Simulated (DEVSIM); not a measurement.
Device: Cr/AlN/n-Ge capacitor, at 300 K.

Layer 1 from the left is AlN, thickness (nm) 4.20. Layer 2 from the left is Ge, thickness (nm) 1100, Nd (cm⁻³) 3e17.

Metal gate on the left, work function 4.5 eV. Fixed charge at the semiconductor interface -2.94e12 cm⁻² (in units of +e); interface traps 6.7e11 cm⁻² eV⁻¹, uniform in energy, neutral level at 0.5 of the gap above the valence band.

Constants are typed, rounded textbook-type inputs, not results; the design itself was drawn at random and stands for no fabricated device. Values at 300 K.

AlN: gap (eV) 6.1, affinity (eV) 1.9, permittivity 8.5. Ge: gap (eV) 0.664, affinity (eV) 4, permittivity 16, Nc (cm⁻³) 1.04e19, Nv (cm⁻³) 6e18.

Simulated with DEVSIM: 1D Poisson equation in equilibrium, Boltzmann statistics, complete ionisation; no quantum confinement or tunnelling. Metal contacts follow the ideal Schottky-Mott rule: no Fermi-level pinning, no interface dipoles.

### Question
What does the simulation give for the flat-band voltage?

### Answer
flat-band voltage 0.69 V.
